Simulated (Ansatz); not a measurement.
An Ansatz (a first-principles code) input (PBEsol-D3(BJ)/PAW in Ansatz, spin-orbit coupling left out):

Ansatz 0.2 input:
```yaml
crystal:
  lattice:
    - [3.5500231482, 0, 0]
    - [-1.7750115741, 3.0744102304, 0]
    - [0, 0, 5.6660039517]
  atoms:
    - { symbol: Zr, position: [0, 0, 0] }
    - { symbol: Se, position: [0.3333333333, 0.6666666667, 0.2753482735] }
    - { symbol: Se, position: [0.6666666667, 0.3333333333, 0.7246517265] }
basis: { ecutwfc: 420, ecutrho_ratio: 4, xc_grid: 2, fft_grid_basis: typed }
kpoints: { mp_grid: { grid: [18, 18, 10] } }
hamiltonian:
  xc: pbesol
  dispersion: d3bj
  pseudopotentials: { kind: paw }
scf: { occupations: { method: fermi_dirac, width: 0.1 }, convergence: { dr2_threshold: 0.0000000003 } }
relax: { f_tol: 0.005, max_steps: 50 }
output: { forces: true, stress: true }
checkpoint: { write: state.ck, write_every: 1000 }
```

**Question.** Which symmetry and how many k-points will the program report, and about how many plane waves at Γ?

**Answer.** Space group P-3m1 (ITA 164) with 12 operations, k-points 330 of 3240, and 1201 plane waves at Γ.

**Question.** And the final pressure?

**Answer.** 5.56 GPa (compression positive).

The cells carry an imposed strain or load. No phonon test of stability was made. The final runs are not spin-polarised. The cell was made from ZrSe₂ in the CdI2 type structure (space group P-3m1, No. 164; layered, stacked along the Cartesian z axis) by this change: isotropic strain −3.00 %.
